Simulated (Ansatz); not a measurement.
Pair distribution function (Mo-Si) of MoSi2 (C11b type), cell Si36Mo18, begun in the crystal structure [in the run: it stayed crystalline; mean temperature 1747 K (target 1720 K); density 5.91 g/cm³, volume +6 % from the start crystal's; under uneven stress (diagonal components 1.3 GPa apart); 2×2×2 k-points, which a denser mesh shifts by 0.1 GPa in pressure and 0.03 eV/Å in forces], from MD at 1747 K. Computed with PBE (plane waves, PAW; Ansatz, a quantum-chemistry and plane-wave program). Volume per atom 14.26 Å³, mean pressure 0.3 GPa. 

(r (Å), g(r)): (1.70, 0.00); (1.74, 0.00); (1.78, 0.00); (1.82, 0.00); (1.86, 0.00); (1.90, 0.00); (1.94, 0.00); (1.98, 0.00); (2.02, 0.00); (2.06, 0.00); (2.10, 0.00); (2.14, 0.00); (2.18, 0.01); (2.22, 0.04); (2.26, 0.16); (2.30, 0.37); (2.34, 0.80); (2.38, 1.33); (2.42, 2.32); (2.46, 3.27); (2.50, 4.32); (2.54, 4.99); (2.58, 5.66); (2.62, 5.98); (2.66, 5.62); (2.70, 5.17); (2.74, 4.65); (2.78, 3.97); (2.82, 3.13); (2.86, 2.44); (2.90, 1.89); (2.94, 1.30); (2.98, 0.93); (3.02, 0.64); (3.06, 0.39); (3.10, 0.26); (3.14, 0.18); (3.18, 0.09); (3.22, 0.07); (3.26, 0.04); (3.30, 0.02); (3.34, 0.01); (3.38, 0.01); (3.42, 0.00); (3.46, 0.00); (3.50, 0.00); (3.54, 0.01); (3.58, 0.00); (3.62, 0.01); (3.66, 0.02); (3.70, 0.04); (3.74, 0.06); (3.78, 0.11); (3.82, 0.17); (3.86, 0.24); (3.90, 0.36); (3.94, 0.53)

Problem. State where the first shell ends and the number of neighbours in it.

Solution. g is nil from 3.4 to 3.6 Å, so any cut there serves; 10.0 Si round each Mo and 5.0 Mo round each Si in the shell, from n = 4πρ∫r²g(r)dr.
